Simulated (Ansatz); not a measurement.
**WSi2: stress against strain**

WSi2 (MoSi2 type, I4/mmm, 13.144 Å³/atom and stress up to 0.01 GPa in the relaxed cell, c along z) under a strain ε along a (axis x), the other axes held. LDA in Ansatz, a plane-wave DFT program (PAW, default set), 420 eV, 25×25×25 Γ-centred mesh, Fermi-Dirac smearing 0.10 eV; ions are relaxed, or left where forces stay under 0.02 eV/Å, within the symmetry of each cell. Stress is positive for a compressed cell.

Here s stands for strain and y for stress xx.

```
strain (%)  stress xx (GPa)
----------  ---------------
-1.50                  7.05
-1.00                  4.63
-0.50                  2.29
0.00                   0.00
0.50                  -2.22
1.00                  -4.38
1.50                  -6.46
3.00                      ?
```

**Question.** Fit y against s with a straight line, and predict the withheld value at s = 3.00.

**Answer.** Means: s 0, y 0.130. About the means, the sum of products is -31.530 and the sum of squares of s is 7.0000; the slope is their ratio. Least squares gives y = 0.130 - 4.5043·s. Residuals (row less fit): 0.164, -0.004, -0.092, -0.130, -0.098, -0.006, 0.166; standard error 0.134 (degrees of freedom: 5). The slope gives the elastic constant C11 = about 450 GPa. At the withheld row, y = 0.130 - 4.5043 × 3.0 = -13.383 GPa. The calculation gives -12.34 GPa, 1.043 GPa above the prediction (5.4 % of the range of y in the table). The row lies outside the fitted rows, so this is an extrapolation. From the scatter of the fitted rows alone, a prediction at this place has a standard error of 0.208 GPa, so the miss is 5.0 times that.

A polynomial of degree 2 through the 12 other runs of the series gives -12.34 there, so most of the miss is curvature that the fit leaves out. In a metal these values are sensitive to mesh and smearing; energies are taken to zero smearing, stresses follow the free energy. Spin-orbit coupling is left out, which can shift these values for the heavy elements here. Rows are the converged runs of the series near zero and its far end; series whose fitted rows scatter by over a few per cent of the range, as at a crossing or softening among them, aren't shown in this form, nor equations of state whose B0' disagrees with the runs' pressures. Most that stay on the fit to the last digits aren't either.
